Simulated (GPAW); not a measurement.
```
CELL_PARAMETERS angstrom
      5.68868     0.00000     0.00000
     -2.84434     4.92654     0.00000
      0.00000     0.00000     4.69993
ATOMIC_POSITIONS crystal
  Zn 0.33333 0.66667 0.75000
  Zn 0.66667 0.33333 0.25000
  Ag 0.16840 0.33681 0.25000
  Ag 0.83159 0.66319 0.75000
  Ag 0.83159 0.16840 0.75000
  Ag 0.16840 0.83159 0.25000
  Ag 0.66319 0.83159 0.25000
  Ag 0.33681 0.16840 0.75000
```

Method of the run: LDA (Perdew-Wang 92), GPAW PAW datasets LDA (gpaw-data 1.0.1) (plane waves; GPAW).

The set-up and first iterations of a GPAW log for ZnAg₃ (P6_3/mmc, 8 atoms in the cell):

```
Input parameters:
  convergence: {bands: all,
                density: 1e-05,
                energy: 1e-05}
  kpts: [5 5 5]
  maxiter: 100
  mode: {ecut: 850,
         name: pw}
  nbands: -16
  occupations: {name: fermi-dirac,
                width: 0.1}
  symmetry: {symmorphic: False,
             tolerance: 0.0005}

species:
  Zn:
    name: Zinc
    Z: 30.0
    valence: 12
    core: 18
    charge: 0.0
    file: Zn.LDA.gz

    # Using partial waves for Zn as LCAO basis

  Ag:
    name: Silver
    Z: 47.0
    valence: 17
    core: 30
    charge: 0.0
    file: Ag.LDA.gz

    # Using partial waves for Ag as LCAO basis

Reference energy: -964362.996929  # eV

Spin-paired calculation

Convergence criteria:
 Maximum [total energy] change in last 3 cyles: 1e-05 eV / valence electron
 Maximum integral of absolute [dens]ity change: 1e-05 electrons / valence electron
 Maximum integral of absolute [eigenst]ate change: 4e-08 eV^2 / valence electron
   [... lines left out ...]

Hamiltonian:
  XC and Coulomb potentials evaluated on a 80*80*64 grid
  External potential:
    NoExternalPotential

Number of atoms: 8
Number of atomic orbitals: 90
Number of bands in calculation: 79
Number of valence electrons: 126
Bands to converge: all

Density initialized from atomic densities
  79 bands from LCAO basis set

Atomic positions and initial magnetic moments

Positions:
   0 Zn    -0.000003    3.284362    3.524948    ( 0.0000,  0.0000,  0.0000)
   1 Zn     2.844343    1.642179    1.174983    ( 0.0000,  0.0000,  0.0000)
   2 Ag     0.000000    1.659308    1.174983    ( 0.0000,  0.0000,  0.0000)
   3 Ag     2.844340    3.267233    3.524948    ( 0.0000,  0.0000,  0.0000)
   4 Ag     4.251677    0.829654    3.524948    ( 0.0000,  0.0000,  0.0000)
   5 Ag    -1.407337    4.096887    1.174983    ( 0.0000,  0.0000,  0.0000)
   6 Ag     1.407337    4.096887    1.174983    ( 0.0000,  0.0000,  0.0000)
   7 Ag     1.437003    0.829654    3.524948    ( 0.0000,  0.0000,  0.0000)

Unit cell:
           periodic     x           y           z      points  spacing
  1. axis:    yes    5.688680    0.000000    0.000000    40     0.1232
  2. axis:    yes   -2.844340    4.926541    0.000000    40     0.1232
  3. axis:    yes    0.000000    0.000000    4.699930    32     0.1469

  Lengths:   5.688680   5.688680   4.699930
  Angles:   90.000000  90.000000 120.000002

Effective grid spacing dv^(1/3) = 0.1370
     iter     time        total  log10-change:
                         energy   eigst   dens
iter:   1 --:--:--   -29.724129   +1.20
iter:   2 --:--:--   -29.496808   +0.31  -1.49
iter:   3 --:--:--   -28.159301   -0.59  -1.51
iter:   4 --:--:--   -28.036538   -1.08  -2.03
iter:   5 --:--:--   -28.001398   -1.15  -2.07
iter:   6 --:--:--   -27.829210   -1.68  -2.18
iter:   7 --:--:--   -27.781923   -1.83  -2.50
iter:   8 --:--:--   -27.783746   -2.15  -3.16
iter:   9 --:--:--   -27.780563   -2.37  -3.04
iter:  10 --:--:--   -27.780587   -2.53  -3.62
iter:  11 --:--:--   -27.780563c  -2.57  -4.09
iter:  12 --:--:--   -27.780528c  -2.74  -4.13
iter:  13 --:--:--   -27.780548c  -2.71  -4.16
iter:  14 --:--:--   -27.780536c  -3.05  -4.09
iter:  15 --:--:--   -27.780528c  -2.95  -4.66
iter:  16 --:--:--   -27.780523c  -3.05  -4.82
iter:  17 --:--:--   -27.780523c  -2.76  -5.16c
iter:  18 --:--:--   -27.780522c  -2.96  -5.32c
iter:  19 --:--:--   -27.780523c  -2.95  -5.49c
iter:  20 --:--:--   -27.780523c  -2.87  -5.53c
iter:  21 --:--:--   -27.780523c  -2.81  -5.57c
```

### Question
Will this run converge, and how will it end?

### Answer
The run ended unconverged after 100 iterations. It gives no final result for the task that was set. The log goes on:

```
   [... 75 lines left out ...]
iter:  97 --:--:--   -27.780523c  -2.83  -13.31c
iter:  98 --:--:--   -27.780523c  -2.91  -13.33c
iter:  99 --:--:--   -27.780523c  -3.06  -13.61c
iter: 100 --:--:--   -27.780523c  -3.13  -13.86c

Did not converge!

Here are some tips:

1) Make sure the geometry and spin-state is physically sound.
2) Use less aggressive density mixing.
3) Solve the eigenvalue problem more accurately at each scf-step.
4) Use a smoother distribution function for the occupation numbers.
5) Try adding more empty states.
6) Use enough k-points.
7) Don't let your structure optimization algorithm take too large steps.
8) Solve the Poisson equation more accurately.
9) Better initial guess for the wave functions.

See details here:

    https://gpaw.readthedocs.io/documentation/convergence.html
Traceback (most recent call last):
   [... frames left out ...]
gpaw.KohnShamConvergenceError: Did not converge!  See text output for help.
```

The starting cell comes from a database of computed structures (which also holds hypothetical and non-ambient phases and stackings), without a prior relaxation at this level.

The run was DFT LDA (Perdew-Wang 92), plane waves, GPAW PAW datasets LDA (gpaw-data 1.0.1). Main settings of its input:

- mode = pw
- ecut = 850 eV
- xc = LDA
- kpts = 5 5 5
- mesh shift (steps) = 0 0 0
- occupations.name = fermi-dirac
- occupations.width = 0.1 eV
- nbands = -16
- convergence.density = 1e-05 e/electron
- convergence.energy = 1e-05 eV/electron
- convergence.bands = all
- symmetry.symmorphic = false
